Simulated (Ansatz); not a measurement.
System: TiTe2 (model structure, started from the CdI2 type, P-3m1, No. 164, 3 atoms in the cell). Method: LDA (PAW; Ansatz, a program for electronic structure).

Settings: plane-wave cutoff 520 eV, 18×18×10 k mesh (along the axes of the cell as run), Fermi–Dirac smearing 0.05 eV, no spin polarisation, scalar-relativistic PAW data made under PBE.

Cell (relaxed at this level):

Space group P-3m1 (No. 164); a = b = 3.667 Å, c = 6.334 Å, α = β = 90.00°, γ = 120.00°

| atom | site | symmetry | x | y | z |
|---|---|---|---|---|---|
| Ti | 1a | -3m. | 0.0000 | 0.0000 | 0.0000 |
| Te | 2d | 3m. | 0.3333 | 0.6667 | 0.2693 |

Q: Give the computed bulk modulus B0.

A: 
- bulk modulus B0 = 43.7 GPa

The run finds no gap.

Note: the bulk modulus is −V dP/dV from two relaxed cells at ±2 % in volume.

Spin–orbit coupling is not included; it can open a gap where bands touch, and shift volumes and moduli.

It cost around 3 core-minutes (rough) of CPU time.

A model structure was made by putting elements into a prototype or built by hand; here it ended with the formula and space group of a phase in our tables.
